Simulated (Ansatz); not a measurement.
# CsBH4 under a change: B → Be

Take CsBH4 (space group F-43m, No. 216; a = 7.225 Å; a cell from a computed database, its experimental status unchecked) as the base.

Modification: every B is replaced by Be, then cell and atoms are relaxed.

Level of theory: PBEsol (Ansatz, an electronic-structure program; PAW; 420 eV plane waves; without spin-orbit coupling). k-mesh 11×11×11 (Γ-centred); smearing 0.05 eV (Fermi–Dirac), for the changed cell.

```json
{
 "volume_per_atom": "15.71 Å³ (base 15.71 Å³)",
 "density": "2.57 g/cm³ (base 2.60 g/cm³)",
 "lattice_parameter_a": "7.224 Å (base 7.225 Å)",
 "space_group": "F-43m (No. 216) (base F-43m (No. 216))",
 "band_gap": "zero (base 5.46 eV)"
}
```

Final structure:

```
CsBeH4
1.0
    0.00000     3.61219     3.61219
    3.61219     0.00000     3.61219
    3.61219     3.61219     0.00000
Cs Be H
1 1 4
Direct
  0.00000   0.00000   0.00000
  0.50000   0.50000   0.50000
  0.61745   0.61745   0.61745
  0.14766   0.61745   0.61745
  0.61745   0.61745   0.14766
  0.61745   0.14766   0.61745
```

Stability against distortions was not tested. As relaxed here, CsBeH4 is a hypothetical phase, not in the database extracts checked. All final runs are without spin polarisation. An odd electron count without spin: CsBeH4.
